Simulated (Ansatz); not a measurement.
# Pressure series in MoS2

The parent structure is MoS₂ in the 2H-MoS2 type structure (space group P6_3/mmc, No. 194; a = 3.1494 Å, c = 12.0915 Å; layered, stacked along the Cartesian z axis).

Cell and atoms are relaxed at each pressure.

Level of theory: Ansatz (a first-principles code) PBE-D3(BJ), no SOC, earlier PAW set.

```tsv
variant	band gap	density	shortest interatomic distance
base	0.78 eV	5.12 g/cm³	2.400 Å
pressure −2 GPa	1.04 eV	4.80 g/cm³	2.407 Å
pressure −1 GPa	0.87 eV	5.00 g/cm³	2.403 Å
pressure 3 GPa	0.57 eV	5.37 g/cm³	2.390 Å
pressure 7 GPa	0.38 eV	5.62 g/cm³	2.378 Å
pressure 15 GPa	0.10 eV	5.98 g/cm³	2.359 Å
pressure 30 GPa	zero	6.51 g/cm³	2.330 Å
pressure 50 GPa	zero	7.10 g/cm³	2.302 Å
pressure 75 GPa	zero	7.68 g/cm³	2.275 Å
pressure 100 GPa	zero	8.17 g/cm³	2.254 Å
```

A case with no gap was solved on a k-mesh chosen for an insulator, which is coarse for it. Load acts through the strain it causes; cell and atoms are relaxed under it. No phonon test of stability was made. No other phases were tried under pressure. All final runs are without spin polarisation. The zero or small gap of MoS2 under pressure 15 GPa and MoS2 under pressure 30 GPa can change with the level of theory.
